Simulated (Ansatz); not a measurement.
A hypothetical phase is included: elements placed on a structure type, which no database files for this compound.

Given:

```
CSi
1.0
    5.32367     0.00000     0.00000
    0.00000     7.52881     0.00000
    0.00000     3.76440     3.76440
Si C
6 6
Cartesian
  2.66184   6.58771   0.94110
  0.00000   6.58771   2.82330
  0.00000   4.70550   0.94110
  2.66184   4.70550   2.82330
  1.33092   1.88220   1.88220
  3.99275   1.88220   1.88220
  0.00000   8.46991   2.82330
  2.66184   0.94110   0.94110
  2.66184   2.82330   2.82330
  0.00000   2.82330   0.94110
  1.33092   5.64661   1.88220
  3.99275   5.64661   1.88220
```

The cell was relaxed by PBE-D3(BJ).

Transport runs along the normal of the first two printed cell vectors, the (110) plane of the conventional cell.

The gap is the functional's own, uncorrected, and κ follows it; spin-orbit coupling is left out. Mid-gap means the computed energy nearest the middle.

Task: Compute, with r2SCAN run with Ansatz (a first-principles code), the band gap and the smallest decay constant κ at mid-gap.

Result: Gap 2.10 eV on a 8×8×8 mesh; κ = 0.279 1/Å, at the zone centre.
